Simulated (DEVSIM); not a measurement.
Structure: Au/Al2O3/n-Ge capacitor, at 250 K.

```
layer (left to right)  material  thickness (nm)  Nd (cm⁻³)
---------------------  --------  --------------  ---------
1                         Al2O3            11.0          -
2                            Ge           17000     1.2e15
```

Metal gate on the left, work function 5.1 eV. Fixed charge at the semiconductor interface -3e11 cm⁻² (in units of +e); no interface traps.

Constants are typed, rounded textbook-type inputs, not results; the design itself was drawn at random and stands for no fabricated device. Values at 300 K; Nc and Nv go as T^1.5, mobilities as T to minus their exponent, the gap by Varshni's rule with the affinity fixed.

```tsv
parameter	Al2O3	Ge
gap (eV)	6.8	0.664
affinity (eV)	1.35	4
permittivity	9	16
Nc (cm⁻³)	-	1.04e19
Nv (cm⁻³)	-	6e18
Varshni α (eV/K)	-	0.000477
Varshni β (K)	-	235
```

Model (solved in DEVSIM): 1D Poisson equation in equilibrium, Boltzmann statistics, complete ionisation; no quantum confinement or tunnelling. Metal contacts follow the ideal Schottky-Mott rule: no Fermi-level pinning, no interface dipoles.

Problem. Tabulate band edges, carrier densities and field at 0.75 V on the gate.

Solution. Energies count from the Fermi level of the right contact; mesh points crowd at the junctions.

```
x (μm)    Ec (eV)  Ev (eV)  n (cm⁻³)  p (cm⁻³)  field (V/cm)
--------  -------  -------  --------  --------  ------------
0.000       3.000   -3.800     < 1e2     < 1e2         48000
0.001641    3.008   -3.792     < 1e2     < 1e2         48000
0.005098    3.024   -3.776     < 1e2     < 1e2         48000
0.008892    3.042   -3.758     < 1e2     < 1e2         48000
0.01112     0.402   -0.281    6.2e10    1.0e13         -7200
0.01316     0.401   -0.282    6.6e10    9.4e12         -7200
0.01841     0.397   -0.286    7.9e10    7.9e12         -7100
0.04092     0.381   -0.301    1.6e11    3.8e12         -6800
0.09013     0.349   -0.333    7.1e11    8.7e11         -6100
0.2173      0.282   -0.400    1.6e13    3.9e10         -4400
0.5457      0.202   -0.481    6.7e14     9.3e8          -910
1.888       0.189   -0.493    1.2e15     5.2e8           ≈ 0
4.862       0.189   -0.493    1.2e15     5.2e8           ≈ 0
11.16       0.189   -0.493    1.2e15     5.2e8           ≈ 0
15.34       0.189   -0.493    1.2e15     5.2e8           ≈ 0
16.37       0.189   -0.493    1.2e15     5.2e8           ≈ 0
16.76       0.189   -0.493    1.2e15     5.2e8           ≈ 0
16.91       0.189   -0.493    1.2e15     5.2e8           ≈ 0
16.98       0.189   -0.493    1.2e15     5.2e8           ≈ 0
17.00       0.189   -0.493    1.2e15     5.2e8           ≈ 0
17.01       0.189   -0.493    1.2e15     5.2e8           ≈ 0
17.01       0.189   -0.493    1.2e15     5.2e8           ≈ 0
```
